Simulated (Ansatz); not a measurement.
Response to strain in CdSe

Start from CdSe in the wurtzite structure (space group P6_3mc, No. 186).

```
CdSe
1.0
    4.24755     0.00000     0.00000
   -2.12377     3.67848     0.00000
    0.00000     0.00000     6.94096
Cd Se
2 2
Direct
  0.33333   0.66667   0.00031
  0.66667   0.33333   0.50031
  0.33333   0.66667   0.37569
  0.66667   0.33333   0.87569
```

Cartesian axes are those of the cell as printed.

Strains are applied to the cell and any free atomic positions relax.

Computed with Kohn–Sham DFT with the LDA functional, run in Ansatz (a program for electronic structure) with PAW and 420 eV plane waves, spin-orbit coupling left out.

| change | volume per atom | band gap | electron mass |
|---|---|---|---|
| base | 27.11 Å³ | 0.46 eV | 0.047 mₑ (at Γ) |
| uniaxial strain ε_zz = −3.00 % | 26.30 Å³ | 0.54 eV | 0.050 mₑ along z, 0.054 mₑ across (at Γ) |
| uniaxial strain ε_zz = −2.40 % | 26.46 Å³ | … | … |
| uniaxial strain ε_zz = −1.20 % | 26.79 Å³ | 0.51 eV | – |
| uniaxial strain ε_zz = −0.60 % | 26.95 Å³ | 0.49 eV | 0.048 mₑ (at Γ) |

### Question
Complete the table.

### Answer

- uniaxial strain ε_zz = −2.40 %, band gap: 0.53 eV
- uniaxial strain ε_zz = −2.40 %, electron mass: 0.049 mₑ along z, 0.053 mₑ across (at Γ)

Effective masses come from finite differences of ±0.01 Å⁻¹. Whether these cells are dynamically stable was not tested.
